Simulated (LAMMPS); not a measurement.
MD of SiC (zinc blende) at zero pressure, 1000 atoms, as a liquid; each row is its own run.

Computed with classical MD, pair style vashishta, file SiC.vashishta; code LAMMPS.

| T (K) | D(C) (cm²/s) |
|---|---|
| 2030 | 2.06e-5 |
| 2320 | 4.42e-5 |
| 2900 | 0.000103 |
| 3190 | 0.000138 |
| 3620 | 0.000210 |
| 4060 | 0.000272 |
| 4640 | 0.000418 |

Question: Fit an Arrhenius law, ln y = a + b / x, to these rows (x is the first column, y the second) and predict the run at x = 2610.

Answer: Least squares gives a = -5.5586 and b = -10530. The slope times kB gives an activation energy of 0.91 eV. At x = 2610 the fit predicts 6.82e-5 cm²/s. The run itself gave (7.8 ± 0.4) × 10^-5 cm²/s, so the fit is 12 % low.

Caution: at ambient pressure real SiC sublimes or decomposes before or as it melts, so this liquid is the model's.

Caution: a run this short can hold a crystal over, or a liquid under, the potential's own melting point, which these runs don't give.

Caution (rows 2900; 4640): enthalpy drifts during the constant-pressure average: a transition or slow ageing; fluctuation values are void.

Errors of D are the spread over four groups of atoms in one short run; a floor of about 5 %, a picked value, is safer.
